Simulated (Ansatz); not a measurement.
Functionals compared on a constructed model of the (110) surface of bcc Ta, a pseudomorphic layer of Zr in the host's stacking (bottom of the slab: a bare face, its two planes held), in Ansatz (plane waves, PAW). The structure was relaxed with PBE; the other rows are single points on it. Cutoff 420 eV (500 eV for r2SCAN).

Set-up: 7 atoms, 14.9 Å thick at the start; mesh 14x14x1; 0.1 eV smearing; dipole correction on; 2 atoms held, the rest relaxed; symmetry of the start imposed; no spin, no spin-orbit, no U. It is one candidate, not shown to be the stable structure of the face. These notes are the PBE run's.

| functional | work function of the top face (eV) | rough cost of the single point |
|---|---|---|
| PBE | 4.30 | – |
| RPBE | 4.18 | roughly 70 core-seconds |
| r2SCAN | ? | very roughly 2.2 core-minutes |

Fill in the missing entries.


- r2SCAN, work function of the top face (eV): 4.40

Ansatz is an electronic-structure program.
